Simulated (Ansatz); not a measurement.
The parent structure is SnO$_{2}$ in the rutile structure (space group P4_2/mnm, No. 136; a = 4.722 Å, c = 3.190 Å).

All numbers come from Kohn–Sham DFT with the LDA functional, run in Ansatz (a program for electronic structure) with PAW and 420 eV plane waves, spin-orbit coupling left out.

Before the change:

* **Lattice parameter a**: 4.722 Å
* **c/a ratio**: 0.676
* **Valence-band top at Γ**: 0.00, -0.80, -0.80 eV
* **Band gap**: 1.16 eV

One thing is altered: a negative pressure, −2 GPa.

Q: Estimate the effect on the lattice parameter a.

A: The lattice parameter a rises by 0.020 Å, from 4.722 Å to 4.742 Å.

Q: What happens to the c/a ratio?

A: The c/a ratio is nearly the same (0.676 against 0.674).

Q: Predict the new valence-band top at Γ.

A: The valence-band top at Γ (three highest levels, from the VBM) goes from 0.00, -0.80, -0.80 eV to 0.00, -0.79, -0.79 eV.

Q: Estimate the effect on the band gap.

A: The band gap drops by 0.11 eV (1.16 eV → 1.05 eV).

Load acts through the strain it causes; cell and atoms are relaxed under it. Whether these cells are dynamically stable was not tested.
